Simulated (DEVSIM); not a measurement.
Structure: Cr/HfO2/p-GaSb capacitor, at 250 K.

Layer 1 from the left is HfO2, thickness (nm) 3.50. Layer 2 from the left is GaSb, thickness (nm) 8800, Na (cm⁻³) 4.6e15.

Metal gate on the left, work function 4.5 eV. Fixed charge at the semiconductor interface 6.9e10 cm⁻² (in units of +e); interface traps 2e12 cm⁻² eV⁻¹, uniform in energy, neutral level at 0.3 of the gap above the valence band.

This is a model device: material constants are rounded textbook-type values typed into the input, and sizes, dopings and lifetimes were drawn at random. Values at 300 K; Nc and Nv go as T^1.5, mobilities as T to minus their exponent, the gap by Varshni's rule with the affinity fixed.

HfO2: gap (eV) 5.7, affinity (eV) 2.5, permittivity 22. GaSb: gap (eV) 0.726, affinity (eV) 4.06, permittivity 15.7, Nc (cm⁻³) 2.1e17, Nv (cm⁻³) 1.8e19, Varshni α (eV/K) 0.00042, Varshni β (K) 140.

DEVSIM, 1D Poisson equation in equilibrium, Boltzmann statistics, complete ionisation; no quantum confinement or tunnelling. Metal contacts follow the ideal Schottky-Mott rule: no Fermi-level pinning, no interface dipoles.

**Question.** What does the simulation give for the flat-band voltage, the threshold voltage (band bending 2φF)?

**Answer.** flat-band voltage -0.14 V; threshold voltage (band bending 2φF) 0.39 V.
